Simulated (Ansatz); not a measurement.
Consider PbO₂ in the CdI2 type structure (space group P-3m1, No. 164; a = 3.405 Å, c = 4.489 Å; a hypothetical phase, not in the database extracts checked; layered, stacked along the Cartesian z axis).

(Cell as relaxed with PBE-D3(BJ).)

Levels (all Ansatz, an electronic-structure program, PAW): PBE-D3(BJ) (420 eV, without spin-orbit coupling); r2SCAN+rVV10 (500 eV, without spin-orbit coupling).

Each level relaxes its own structure.

```json
[
 {"base": "volume per atom", "PBE-D3(BJ)": "15.02 Å³", "r2SCAN+rVV10": "14.31 Å³"},
 {"base": "lattice parameter a", "PBE-D3(BJ)": "3.405 Å", "r2SCAN+rVV10": "3.372 Å"}
]
```

The change: the cell is scaled by 0.9749 in all directions; the atoms relax in the strained cell.

| quantity | PBE-D3(BJ) | r2SCAN+rVV10 |
|---|---|---|
| energy relative to the base (free energy F) | +21 meV/atom | (withheld) |
| largest internal atomic displacement | 0.058 Å | (withheld) |
| pressure (mean of the normal stresses, compression positive) | 6.67 GPa | (withheld) |

Problem. Predict the r2SCAN+rVV10 column.

Solution. 
- energy relative to the base (free energy F), r2SCAN+rVV10: +25 meV/atom
- largest internal atomic displacement, r2SCAN+rVV10: 0.058 Å
- pressure (mean of the normal stresses, compression positive), r2SCAN+rVV10: 8.22 GPa

PBE-D3(BJ)'s energy relative to the base lies 3.7 meV/atom below r2SCAN+rVV10's; PBE-D3(BJ)'s pressure lies 1.544 GPa below r2SCAN+rVV10's; the two agree on the largest internal atomic displacement. Neither level is exact; r2SCAN+rVV10 is the comparison here, not a measurement.

Stability against distortions was not tested.
